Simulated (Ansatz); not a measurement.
**A computed series for TiC: pressure series**

Take TiC in the rock salt structure (space group Fm-3m, No. 225) as the base.

Space group Fm-3m (No. 225); a = 4.3330 Å, b = 4.3330 Å, c = 4.3330 Å, α = 90.00°, β = 90.00°, γ = 90.00°

```json
[
 {"atom": "Ti", "site": "4a", "symmetry": "m-3m", "x": "0.0000", "y": "0.0000", "z": "0.0000"},
 {"atom": "C", "site": "4b", "symmetry": "m-3m", "x": "0.5000", "y": "0.5000", "z": "0.5000"}
]
```
(The calculation used a cell of 2 atoms; values per cell refer to that cell.)

Cell and atoms are relaxed at each pressure.

Level of theory: PBE (Ansatz, a first-principles code, PAW, no SOC).

```csv
P (GPa),V (Å³/atom)
-1.99,10.252
-0.99,10.210
0.89,10.133
2.09,10.086
4.49,9.995
9.00,9.833
15.00,9.637
22.50,9.415
30.00,9.216
```

Question: Fit a third-order Birch–Murnaghan equation of state.

Answer: Least squares on P(V) = (3B₀/2)[(V₀/V)^(7/3) − (V₀/V)^(5/3)]·[1 + (3/4)(B₀′ − 4)((V₀/V)^(2/3) − 1)] gives V₀ = 10.17 Å³/atom, B₀ = 251 GPa and B₀′ = 4.0.

Load acts through the strain it causes; cell and atoms are relaxed under it. Stability against distortions was not tested. No other phases were tried under pressure. The final runs are not spin-polarised.
